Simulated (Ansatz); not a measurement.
Functionals compared on NH3 on the 1x1 (110) surface of zinc-blende GaAs (cut with top plane As + Ga), one in a 2x1 cell, started at the site 'bridge As-Ga (span 5.0 Å)', in Ansatz (plane waves, PAW). The structure was relaxed with PBE; the other rows are single points on it, each with its references at the same level. Cutoff 420 eV (500 eV for r2SCAN). HSE06 used the coarser mesh 2x3x1.

Host crystal: zinc-blende GaAs, with a band gap (PBE, scalar-relativistic without spin-orbit coupling).

Set-up: 24 atoms, 8.6 Å thick at the start under the adsorbate (thin: gaps and levels are the slab's own); mesh 3x4x1; 0.01 eV smearing; dipole correction on; 8 atoms held, the rest relaxed; no symmetry held; no spin, no spin-orbit, no U, no dispersion correction. At the end it is bonded to Ga. In PBE it is, or lies within 0.03 eV of, the lowest of the starts that converged. These notes are the PBE run's. Adsorption energies are against NH3(g). A negative adsorption energy means that the adsorbate is more stable on the surface than in its reference.

```csv
functional,adsorption energy (eV),rough cost of the single point
PBE,-0.94,–
RPBE,-0.69,roughly 3 core-minutes
r2SCAN,-1.16,very roughly 6 core-minutes
HSE06,?,around 2.2 core-hours (rough)
```

What belongs in the gaps?


- HSE06, adsorption energy (eV): -1.05

Ansatz is a program for electronic structure.
